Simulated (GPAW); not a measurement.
**Effort and miss along a sweep of ecut: CdBr2 (P6_3mc, 6 atoms in the cell)**

```
CELL_PARAMETERS angstrom
      3.98500     0.00000     0.00000
     -1.99250     3.45111     0.00000
      0.00000     0.00000    12.56100
ATOMIC_POSITIONS crystal
  Br 0.33333 0.66667 0.00000
  Br 0.66667 0.33333 0.50000
  Cd 0.33333 0.66667 0.37500
  Cd 0.66667 0.33333 0.87500
  Br 0.00000 0.00000 0.25000
  Br 0.00000 0.00000 0.75000
```

Computed with LDA (Perdew-Wang 92), GPAW PAW datasets LDA (gpaw-data 1.0.1) (plane waves; GPAW 25.7.0).

Base settings: mode = pw; ecut = 550 eV; xc = LDA; kpts = 4 4 2; mesh shift (steps) = 0 0 0; occupations.name = fermi-dirac; occupations.width = 0.1 eV; nbands = -10; convergence.density = 1e-05 e/electron; convergence.energy = 1e-05 eV/electron.

Misses are taken against the tightest run, 1100 eV (nbands: -10 → -4; convergence.bands: default → -2), which need not be fully converged itself. The energy is the free energy per atom.

The count of work is k-points × plane waves × bands × iterations; it is no time, and leaves out set-up, grids and terms that scale otherwise. Core times come from one kind of shared machine and are given to one figure; runs under 30 s give none.

The starting cell comes from a database of published, mostly measured structures (it also holds non-ambient and calculated ones), without a prior relaxation at this level.

| ecut | energy less reference (meV/atom) | pressure less reference (GPa) | count of work / reference | core time / reference (rough) |
|---|---|---|---|---|
| 220 eV (nbands: -10 → -4; convergence.bands: default → -2) | 239.96 | -1.83 | 0.082 | – |
| 275 eV (nbands: -10 → -4; convergence.bands: default → -2) | 192.81 | -0.97 | 0.14 | – |
| 330 eV (nbands: -10 → -4; convergence.bands: default → -2) | 120.98 | -1.79 | 0.16 | – |
| 385 eV (nbands: -10 → -4; convergence.bands: default → -2) | 53.27 | -1.32 | 0.21 | – |
| 440 eV (nbands: -10 → -4; convergence.bands: default → -2) | 18.57 | -0.63 | 0.22 | – |
| 495 eV (nbands: -10 → -4; convergence.bands: default → -2) | 5.53 | -0.23 | 0.28 | 0.6 |
| 550 eV | 1.73 | -0.06 | 0.39 | 0.9 |
| 630 eV (nbands: -10 → -4; convergence.bands: default → -2) | 0.77 | -0.01 | 0.44 | 0.6 |
| 715 eV (nbands: -10 → -4; convergence.bands: default → -2) | 0.55 | -0.01 | 0.53 | 0.6 |
| 825 eV (nbands: -10 → -4; convergence.bands: default → -2) | 0.27 | -0.01 | 0.68 | 1.0 |
| 960 eV (nbands: -10 → -4; convergence.bands: default → -2) | 0.06 | 0.00 | 0.85 | 1 |
| 1100 eV (nbands: -10 → -4; convergence.bands: default → -2) | 0.00 | 0.00 | 1.0 | 1 |

Coarsest setting among those run that, with all tighter ones, holds the energy within 5 meV/atom of the reference: 550 eV, off by 1.7 meV/atom; its saving against the reference is no more than about a factor of 2 in time.

Coarsest setting among those run that, with all tighter ones, holds the energy within 1 meV/atom of the reference: 630 eV (nbands: -10 → -4; convergence.bands: default → -2), off by 0.77 meV/atom; its saving against the reference is no more than about a factor of 2 in time.

The step from 220 eV (nbands: -10 → -4; convergence.bands: default → -2) to 440 eV (nbands: -10 → -4; convergence.bands: default → -2): it takes the miss in the energy from 240 to 19 meV/atom, for 2.7 times the count of work.
